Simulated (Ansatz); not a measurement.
Base system: HfO₂ in the rutile structure (space group P4_2/mnm, No. 136; a = 4.830 Å, c = 3.210 Å; a cell from a computed database, its experimental status unchecked). Axes: x, y, z lie along a, b, c of the conventional cell.

It is then changed as follows: uniaxial stress, 0.5 GPa compression along x; all other stress components relax to zero.

Levels (all Ansatz, an electronic-structure program, PAW): PBEsol (420 eV, scalar-relativistic without spin-orbit coupling); PBEsol+SOC (420 eV, spin-orbit coupling included).

The geometry is relaxed with PBEsol.

- PBEsol valence-band top at Γ = 0.00, -0.38, -0.40 eV
- PBEsol gap character = direct at Γ
- PBEsol lowest conduction level above the VBM at special points = Γ 3.90 eV; T 4.11 eV; U 4.15 eV; S 4.16 eV
- PBEsol pressure = 0.17 GPa

Problem. Predict the valence-band top at Γ, gap character, lowest conduction level above the VBM at special points and pressure from PBEsol+SOC.

Solution. The valence-band top at Γ (three highest Kramers pairs, from the VBM) changes from 0.00, -0.38, -0.40 eV to 0.00, -0.35, -0.40 eV; the gap character is still direct at Γ; the lowest conduction level above the VBM at special points goes from Γ 3.90 eV; T 4.11 eV; U 4.15 eV; S 4.16 eV to Γ 3.89 eV; T 4.07 eV; U 4.11 eV; S 4.15 eV; the pressure decreases by 0.292 GPa (0.17 GPa → -0.13 GPa).

Single points use the geometry relaxed with PBEsol. Differences between runs with and without spin-orbit coupling are approximate. With Hf present, leaving out spin-orbit coupling can change the band edges. Load acts through the strain it causes; cell and atoms are relaxed under it. Stability under load was not tested beyond the relaxation. This is not the structure that HfO2 has at room temperature and ambient pressure. Labels are those of the standard path for the cell's own space group.
